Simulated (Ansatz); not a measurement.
**Habitual settings against a tight run: Nb2SnC (P6_3/mmc, 8 atoms in the cell)**

Self-consistent single point.

```
Nb2SnC
1.0
    3.29208     0.00000     0.00000
   -1.64604     2.85102     0.00000
    0.00000     0.00000    13.80579
Nb Sn C
4 2 2
Direct
  0.33333   0.66667   0.08332
  0.66667   0.33333   0.91668
  0.66667   0.33333   0.58332
  0.33333   0.66667   0.41668
  0.33333   0.66667   0.75000
  0.66667   0.33333   0.25000
  0.00000   0.00000   0.00000
  0.00000   0.00000   0.50000
```

Level of theory: LDA (PW92), PAW files made with PBE (plane waves; Ansatz, a program for electronic structure).

Base settings: basis.ecutwfc = 420 eV; kpoints.mp_grid.grid = 12 12 3; hamiltonian.xc = lda; hamiltonian.pseudopotentials = {kind: paw} (the program's default PAW files); scf.occupations.method = fermi_dirac; scf.occupations.width = 0.1 eV.

Tight run (finer mesh or higher cutoff; not a proven limit): basis.ecutwfc: 420 eV → 590 eV; kpoints.mp_grid.grid: 12 12 3 → 17 17 5; scf.convergence.dr2_threshold: default (1e-07 eV) → 1e-09 eV. It gave Fermi level (on the code's own zero) 16.07 eV; pressure -11.32 GPa; largest force (vector length) 0.657 eV/Å.

Quick runs, as changes from the base:
- A: the base itself
- B: basis.ecutwfc: 420 eV → 210 eV; kpoints.mp_grid.grid: 12 12 3 → 4 4 4; hamiltonian.xc: lda → pbesol; scf.occupations.width: 0.1 eV → 0.5 eV [PBEsol]
- C: basis.ecutwfc: 420 eV → 210 eV; kpoints.mp_grid.grid: 12 12 3 → 8 8 8; scf.occupations.method: fermi_dirac → cold; scf.occupations.width: 0.1 eV → 0.2 eV
- D: basis.ecutwfc: 420 eV → 295 eV; kpoints.mp_grid.grid: 12 12 3 → 8 8 8; scf.occupations.method: fermi_dirac → gaussian; scf.occupations.width: 0.1 eV → 0.2 eV; scf.convergence.dr2_threshold: default (1e-07 eV) → 0.001 eV

Energies are extrapolated to zero smearing width, which holds to low order in the width alone.

Dashes: energy of B, another energy zero.

† marks runs with another functional, U, potentials or spin treatment: their distance from the tight run is not a convergence error alone.

The count of work is k-points × plane waves × bands × iterations; it is no time. 

Pressures in the table are Ansatz's without its Pulay estimate, at a fixed set of plane waves; the tight run's value above holds the estimate.

The starting cell comes from a database of computed structures (which also holds hypothetical and non-ambient phases and stackings), without a prior relaxation at this level. Its lattice was rescaled by a random factor within 2.5 % of one. Spin polarisation is off. In the base run, with a pressure of about -11 GPa the cell is away from its equilibrium volume at this level.

```
run  energy less tight (meV/atom)  pressure less tight (GPa)  largest miss in a force vector (eV/Å)  count of work / tight
---  ----------------------------  -------------------------  -------------------------------------  ---------------------
A                             2.3                      -0.02                                  0.005                   0.21
B†                              –                     -68.16                                  0.297                  0.023
C                          1472.6                     -75.05                                  0.374                  0.084
D                            62.4                      -4.49                                  0.130                   0.11
```

Among the runs at the tight run's level, the energy misses run from 2.3 to 1472.6 meV/atom.

Left out of this page: 2 runs of the series unsound by tests on forces, stress, charge or solver warnings.

Keys are those of Ansatz 0.2.
